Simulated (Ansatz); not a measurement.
Start from BN in the wurtzite structure (space group P6_3mc, No. 186; a = 2.555 Å, c = 4.225 Å).

Calculations: PBE (Ansatz, an electronic-structure program), no spin-orbit coupling.

Strains are applied to the cell and any free atomic positions relax.

One change was made to it. Results:

| quantity | base | after |
|---|---|---|
| valence-band top at Γ (three highest levels, from the VBM) | 0.00, 0.00, -0.26 eV | 0.00, 0.00, -0.21 eV |
| band gap | 5.23 eV | 5.33 eV |
| energy relative to the base (free energy F) | 0 meV/atom | +19 meV/atom |
| electron mass | 0.31 mₑ along c, 0.51 mₑ across (at K) | 0.32 mₑ along c, 0.53 mₑ across (at K) |

**Question.** What was done to the base?
A) isotropic strain +2.40 %
B) isotropic strain +3.00 %
C) isotropic strain +1.80 %
D) isotropic strain +1.20 %

**Answer.** C, isotropic strain +1.80 %. For comparison, the valence-band top at Γ in the other runs: isotropic strain +3.00 % gives 0.00, 0.00, -0.18 eV; isotropic strain +1.20 % gives 0.00, 0.00, -0.23 eV; isotropic strain +2.40 % gives 0.00, 0.00, -0.20 eV.

Effective masses come from finite differences of ±0.01 Å⁻¹. No phonon test of stability was made.
